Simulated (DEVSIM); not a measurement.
System: abrupt In0.53Ga0.47As p-n junction, at 300 K.

```
layer (left to right)        material  thickness (μm)  Nd (cm⁻³)  Na (cm⁻³)  τn (s)  τp (s)
---------------------  --------------  --------------  ---------  ---------  ------  ------
1                      In0.53Ga0.47As           0.160          -     1.9e17  8.5e-8  8.5e-8
2                      In0.53Ga0.47As           0.840       1e15          -  8.5e-8  8.5e-8
```

Left contact: ohmic. Right contact: ohmic. Voltage is applied to the left contact. Recombination: SRH at mid-gap, Auger. Mobility is μmin + (μ − μmin)/(1 + (N/Nref)^α).

This is a model device: material constants are rounded textbook-type values typed into the input, and sizes, dopings and lifetimes were drawn at random. Values at 300 K.

```tsv
parameter	In0.53Ga0.47As
gap (eV)	0.74
affinity (eV)	4.51
permittivity	13.9
Nc (cm⁻³)	2.1e17
Nv (cm⁻³)	7.7e18
μn (cm²/Vs)	12000
μp (cm²/Vs)	300
μn,min	300
μp,min	10
Nref,n	1.3e17
Nref,p	4.9e17
αn	0.48
αp	0.4
Cn (cm⁶/s)	5e-29
Cp (cm⁶/s)	5e-29
```

Simulated with DEVSIM: 1D drift-diffusion, Boltzmann statistics, complete ionisation; no tunnelling, impact ionisation, image-force lowering or self-heating.

The thickness of layer 1 was swept, all else fixed.

| thickness of layer 1 (μm) | dark forward voltage at 100 A/cm² (V) | dark forward voltage at 1 A/cm² (V) |
|---|---|---|
| 0.032 | 0.388 | 0.259 |
| 0.056 | 0.400 | 0.268 |
| 0.096 | 0.411 | 0.274 |
| 0.16 | ___ | 0.279 |
| 0.27 | 0.427 | 0.282 |
| 0.48 | 0.435 | 0.284 |
| 0.8 | 0.440 | 0.285 |

Question: Fill in the missing entries.

Answer: 
- 0.16, dark forward voltage at 100 A/cm² (V): 0.420
